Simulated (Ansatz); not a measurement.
Stishovite (SiO2), treated with G0W0@HSE06 (hard PAW, contour deformation; Ansatz, a program for electronic structure).

The same calculation (at the measured cell, 7.757 Å³/atom) with different numerical settings; throughout: k mesh 2×2×2:

```json
[
 {"run": "1", "response cutoff (eV)": "100", "empty bands": "194", "quasiparticle gap on the mesh (eV)": "8.996", "quasiparticle gap at Γ (eV)": "8.996", "rough time": "100 core-s"},
 {"run": "2", "response cutoff (eV)": "150", "empty bands": "357", "quasiparticle gap on the mesh (eV)": "9.214", "quasiparticle gap at Γ (eV)": "9.214", "rough time": "4 core-min"},
 {"run": "3", "response cutoff (eV)": "200", "empty bands": "549", "quasiparticle gap on the mesh (eV)": "9.317", "quasiparticle gap at Γ (eV)": "9.317", "rough time": "7 core-min"},
 {"run": "4", "response cutoff (eV)": "250", "empty bands": "767", "quasiparticle gap on the mesh (eV)": "9.374", "quasiparticle gap at Γ (eV)": "9.374", "rough time": "20 core-min"},
 {"run": "5", "response cutoff (eV)": "300", "empty bands": "1009", "quasiparticle gap on the mesh (eV)": "9.405", "quasiparticle gap at Γ (eV)": "9.405", "rough time": "30 core-min"},
 {"run": "6", "response cutoff (eV)": "400", "empty bands": "1553", "quasiparticle gap on the mesh (eV)": "?", "quasiparticle gap at Γ (eV)": "?", "rough time": "50 core-min"}
]
```

Some entries are withheld; supply them.


- 6, quasiparticle gap on the mesh (eV): 9.434
- 6, quasiparticle gap at Γ (eV): 9.434

In the column quasiparticle gap on the mesh (eV) the first row differs from the last by -0.438 and the next to last by -0.029.

The last row is no converged limit: other settings stay fixed.

Note: GW on a hybrid start was not checked against another program.
